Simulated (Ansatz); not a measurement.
A zone-centre phonon calculation of CuPd (Pm-3m, 2 atoms in the cell) with Ansatz (a quantum-chemistry and plane-wave program).

Level of theory: LDA (PW92), default PAW files made with PBE (plane waves; Ansatz).

```yaml
crystal:
  lattice:
    - [2.96552, 0.00000, 0.00000]
    - [0.00000, 2.96552, 0.00000]
    - [0.00000, 0.00000, 2.96552]
  atoms:
    - { symbol: Cu, position: [0.00000, 0.00000, 0.00000] }
    - { symbol: Pd, position: [0.50000, 0.50000, 0.50000] }
```

Reference input (self-consistent single point, DFT, LDA (PW92), plane waves, default PAW files made with PBE): basis.ecutwfc = 420 eV; kpoints.mp_grid.grid = 11 11 11; hamiltonian.xc = lda; hamiltonian.pseudopotentials = {kind: paw} (the program's default PAW files); scf.occupations.method = gaussian; scf.occupations.width = 0.1 eV. This run's input differs from it in these lines:

Ansatz 0.2 input:
```diff
@@ -13,3 +13,3 @@
   mp_grid:
-    grid: [11, 11, 11]
+    grid: [12, 12, 12]
 hamiltonian:
@@ -22,6 +22,5 @@
     width: 0.1
-output:
-  forces: true
-  eigenvalues: true
-  stress: true
+phonons:
+  method: dfpt
+  qmesh: [4, 4, 4]
```

Output, abridged:

```
SCF iter   1: F=—  HF=-13400.512871 eV  |F-HF|=—  |Δ(HF+E_count)|=         —  Δρ=1.69e-2  dr2=4.06e-2  ethr=1.77e-3  ⟨swp⟩=5.5  Hψ=8086  notcnv=0
all-band conjugate gradients solve this SCF's bands
preconditioner: auto → none
SCF iter   2: F=—  HF=-13400.504314 eV  |F-HF|=—  |Δ(HF+E_count)|=   8.56e-3  Δρ=5.88e-3  dr2=9.59e-3  ethr=1.10e-4  ⟨swp⟩=2.1  Hψ=3605  notcnv=0  defer=6
   [... lines left out ...]
SCF iter   7: F=—  HF=-13400.502366 eV  |F-HF|=—  |Δ(HF+E_count)|=  8.91e-10  Δρ=2.52e-7  dr2=5.47e-12  ethr=1.00e-12  ⟨swp⟩=5.7  Hψ=10560  notcnv=0
SCF iter   8: F=-13400.502366 eV  HF=-13400.502366 eV  |F-HF|=0.00e0  |Δ(HF+E_count)|=  5.46e-12  Δρ=4.26e-8  dr2=1.63e-13  ethr=1.00e-12  ⟨swp⟩=4.9  Hψ=7101  notcnv=0
the search or the solves at the SCF's close seem to have found levels that the self-consistency loop had missed (the run counts 1) …
SCF 1 converged in 8 iterations: F = -13400.502366 eV  dr2 = 1.63e-13
WARN: eigensolver did not converge (k=50): 1 band(s) unlocked after 20 sweeps at ethr=1.07e-12 eV (storage-precision floor …
DFPT response loops at q = (0, 0, 0) (fractional): preconditioner auto → Kerker (q_TF=auto, 2.892 Å⁻¹) (partly filled bands, converged f_vac=0.000) …
DFPT response loops at q = (0, 0, 0.25) (fractional): mixed as the last ones told, above
   [... lines left out ...]
Free energy (F): -13400.502366 eV
Fermi energy:    18.082181 eV
   [... lines left out ...]
  largest difference from the sums on the solved wave vectors: F 1.09e-2 eV, S 1.49e-5 and C_V 4.02e-6 eV/K
  zero-point energy: 0.056760 eV/cell   skipped modes (ω ≤ 0): 3   left out of the sums: 3.62e-5 of the cell's modes …
```

The run converged in 8 iterations. 

Summary of the result:
```
Property                                                                  Result
--------------------------------------------------------  ----------------------
Free energy E − TS (on the zero of these files)                   -13400.5024 eV
Fermi level (on the code's own zero)                                    18.08 eV
Zone-centre frequencies (cm⁻¹; negative means imaginary)  0, 0, 0, 214, 214, 214
```

The starting cell comes from a database of computed structures (which also holds hypothetical and non-ambient phases and stackings), without a prior relaxation at this level. Its lattice was rescaled by up to half a per cent. Spin polarisation is off.

Cost on one core of a shared machine: roughly 20 min.
